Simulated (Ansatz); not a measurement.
Effect of isotropic strain −1.20 % on PbO2

The parent structure is PbO$_{2}$ in the rutile structure (space group P4_2/mnm, No. 136; a = 4.998 Å, c = 3.411 Å).

One thing is altered: the cell is scaled by 0.9880 in all directions, atoms relaxed at fixed cell.

Method: PBEsol (Ansatz, a first-principles code; PAW; 420 eV plane waves; no spin-orbit coupling). k-mesh 7×7×10 (Γ-centred); smearing 0.05 eV (Fermi–Dirac).

```tsv
quantity	base	changed	shift
space group	P4_2/mnm (No. 136)	P4_2/mnm (No. 136)	–
shortest interatomic distance	2.174 Å	2.143 Å	-0.031 Å
energy relative to the base (free energy F)	0 meV/atom	+8.3 meV/atom	+8.3 meV/atom
pressure (mean of the normal stresses, compression positive)	0.0 GPa	5.4 GPa	+5.4 GPa
band gap	zero	zero	–
```

Spin-orbit coupling, missing from the scalar runs, can matter with Pb. Whether these cells are dynamically stable was not tested. All final runs are without spin polarisation. Gaps under 0.05 eV, about the width of the smearing, are given as zero. The zero or small gap of PbO2 can change with the level of theory.
